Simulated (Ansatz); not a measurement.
The parent structure is In2HgTe4 (space group I-4, No. 82).

```
CELL_PARAMETERS angstrom
     -3.11570     3.11570     6.20232
      3.11570    -3.11570     6.20232
      3.11570     3.11570    -6.20232
ATOMIC_POSITIONS crystal
  In 0.75000 0.25000 0.50000
  Hg 0.00000 0.00000 0.00000
  Te 0.36145 0.42101 0.50297
  Te 0.57899 0.08196 0.94044
  Te 0.91804 0.85848 0.49703
  Te 0.14152 0.63855 0.05956
  In 0.50000 0.50000 0.00000
```

Cartesian axes are those of the cell as printed.

Computed with plane-wave PAW DFT at the PBEsol level (Ansatz, a first-principles code, 420 eV), no spin-orbit coupling.

Before the change:

| Quantity | Result |
|---|---|
| Valence-band top at Γ | 0.00, 0.00, -0.28 eV |
| Gap character | direct at Γ |
| Shortest interatomic distance | 2.805 Å |

It is then changed as follows: tensile biaxial strain of 0.75 % in the plane normal to [001], as in epitaxy on a mismatched substrate; the out-of-plane cell vector and the atoms relax.

### Question
Predict the new out-of-plane strain.

### Answer
The out-of-plane strain amounts to -0.84 %.

### Question
What happens to the energy relative to the base?

### Answer
The energy rises by 0.4 meV/atom.

### Question
Estimate the effect on the valence-band top at Γ.

### Answer
The valence-band top at Γ (three highest levels, from the VBM) changes from 0.00, 0.00, -0.28 eV to 0.00, 0.00, -0.24 eV.

### Question
What happens to the gap character?

### Answer
The gap character is still direct at Γ.

### Question
What does the calculation give for the shortest interatomic distance after the change?

### Answer
The shortest interatomic distance grows by 0.0033 Å, from 2.805 Å to 2.809 Å.

Spin-orbit coupling, missing from the scalar runs, can matter with Hg and Te. Gaps are Kohn–Sham eigenvalue differences; semilocal functionals usually give less than the measured gap. Stability against distortions was not tested.
